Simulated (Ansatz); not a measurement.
Start from HfO$_{2}$ in the rutile structure (space group P4_2/mnm, No. 136; a = 4.8301 Å, c = 3.2097 Å; a cell from a computed database, its experimental status unchecked). Axes: x, y, z lie along a, b, c of the conventional cell.

Perturbation: uniaxial stress, 5 GPa tension along z, with the cell and atoms free to relax against it.

Levels (all Ansatz, a quantum-chemistry and plane-wave program, PAW): PBEsol (420 eV, spin-orbit coupling left out); r2SCAN (500 eV, no spin-orbit coupling); HSE06 (420 eV, scalar-relativistic without spin-orbit coupling).

At the geometry relaxed with PBEsol, these levels gave the following band gaps, in shuffled order: (a) 4.58 eV, (b) 5.69 eV, (c) 3.92 eV.

Q: Match each gap to its level.

A: (a) r2SCAN; (b) HSE06; (c) PBEsol.

Single points use the geometry relaxed with PBEsol. With Hf present, leaving out spin-orbit coupling can change the band edges. Load acts through the strain it causes; cell and atoms are relaxed under it. Beyond what the load breaks, stability against distortions was not tested. This is not the structure that HfO2 has at room temperature and ambient pressure.
